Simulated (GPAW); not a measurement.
Input and output of a self-consistent single point for Pb (Im-3m, 1 atom in the cell) (GPAW).

Computed with PBEsol, GPAW PAW datasets PBEsol (made by gpaw-setup) (plane waves; GPAW).

The change in words: lattice scaled by 0.98. Reference geometry:
```
Pb
1.0
   -1.97966     1.97966     1.97966
    1.97966    -1.97966     1.97966
    1.97966     1.97966    -1.97966
Pb
1
Direct
  0.00000   0.00000   0.00000
```

Reference input (self-consistent single point, DFT PBEsol, plane waves, GPAW PAW datasets PBEsol (made by gpaw-setup)): mode = pw; ecut = 550 eV; xc = PBEsol; kpts = 15 15 15; mesh shift (steps) = 0 0 0; occupations.name = fermi-dirac; occupations.width = 0.1 eV; nbands = -7; convergence.density = 1e-05 e/electron; convergence.energy = 1e-05 eV/electron; symmetry.symmorphic = false; symmetry.tolerance = 0.0005. This run's input differs from it in these lines:

```diff
@@ -5,5 +5,5 @@
 atoms = Atoms(['Pb'],
-              cell=[[-1.979660, 1.979660, 1.979660],
-                    [1.979660, -1.979660, 1.979660],
-                    [1.979660, 1.979660, -1.979660]],
+              cell=[[-1.940067, 1.940067, 1.940067],
+                    [1.940067, -1.940067, 1.940067],
+                    [1.940067, 1.940067, -1.940067]],
               scaled_positions=[[0.000000, 0.000000, 0.000000]],
```

Output, abridged:

```
     iter     time        total  log10-change:
                         energy   eigst   dens
iter:   1 --:--:--    -4.221135
iter:   2 --:--:--    -4.222144   -1.83  -1.79
iter:   3 --:--:--    -4.207692   -2.25  -1.82
iter:   4 --:--:--    -4.209749   -3.40  -2.46
iter:   5 --:--:--    -4.207334   -2.99  -2.51
iter:   6 --:--:--    -4.206055   -4.35  -2.71
iter:   7 --:--:--    -4.205873   -4.81  -3.04
iter:   8 --:--:--    -4.205940   -5.28  -3.22
iter:   9 --:--:--    -4.205904c  -5.01  -3.44
iter:  10 --:--:--    -4.205907c  -6.47  -3.68
iter:  11 --:--:--    -4.205909c  -7.01  -3.74
iter:  12 --:--:--    -4.205909c  -7.06  -4.18
iter:  13 --:--:--    -4.205909c  -8.17c -5.10c
Converged after 13 iterations.

Dipole moment: (-0.000000, -0.000000, 0.000000) |e|*Ang

Energy contributions relative to reference atoms: (reference = -567122.994260)

Kinetic:         +8.331360
Potential:       -8.122852
External:        +0.000000
XC:              -4.389708
Entropy (-ST):   -0.020333
Local:           -0.014543
SIC:             +0.000000
--------------------------
Free energy:     -4.216076
Extrapolated:    -4.205909

Showing only first 2 kpts
 Kpt  Band  Eigenvalues  Occupancy
  0     5     -4.09049    2.00000
  0     6     15.82853    0.00000
  0     7     15.82853    0.00000
  0     8     15.82853    0.00000

  1     5     -3.99637    2.00000
  1     6     14.82485    0.00000
  1     7     15.49163    0.00000
  1     8     15.68947    0.00000

Fermi level: 7.84159

No gap
No difference between direct/indirect transitions
Energy (eV): -4.205909

Forces in eV/Ang:
  0 Pb   -0.00000   -0.00000   -0.00000

Stress tensor:
    -0.005587    -0.000000     0.000000
    -0.000000    -0.005587    -0.000000
     0.000000    -0.000000    -0.005587
Stress (GPa, Voigt): [-0.8951 -0.8951 -0.8951 -0.      0.     -0.    ]
```

The run converged in 13 iterations. GPAW prints stress with tension positive. Against the reference run the free energy falls by 5.3 meV/atom and the pressure goes from -1.79 to 0.90 GPa.

The starting cell comes from a database of computed structures (which also holds hypothetical and non-ambient phases and stackings), without a prior relaxation at this level. For this run, on top of that: lattice scaled by 0.98.
